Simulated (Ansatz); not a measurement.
The parent structure is LiCl in the rock salt structure (space group Fm-3m, No. 225).

```
CELL_PARAMETERS angstrom
      0.00000     2.55614     2.55614
      2.55614     0.00000     2.55614
      2.55614     2.55614     0.00000
ATOMIC_POSITIONS crystal
  Cl 0.00000 0.00000 0.00000
  Li 0.50000 0.50000 0.50000
```

Cartesian axes are those of the cell as printed.

All numbers come from Kohn–Sham DFT with the r2SCAN functional, run in Ansatz (a first-principles code) with PAW and 500 eV plane waves, no spin-orbit coupling.

Base values:

The band gap is 7.29 eV.

The change: a free-standing slab of 1 layer (2 atoms, 2 a layer) is cut normal to the z axis, with 15 Å of vacuum and the in-plane cell held at bulk; forces were under the threshold from the start, so the atoms kept their bulk positions.

Task: Predict the new gap character.

Result: The gap character comes out as indirect, X → Γ.

Task: Predict the new band gap.

Result: The band gap decreases by 1.23 eV (7.29 eV → 6.06 eV).

Whether these cells are dynamically stable was not tested. k-point labels follow each cell's own Brillouin zone.
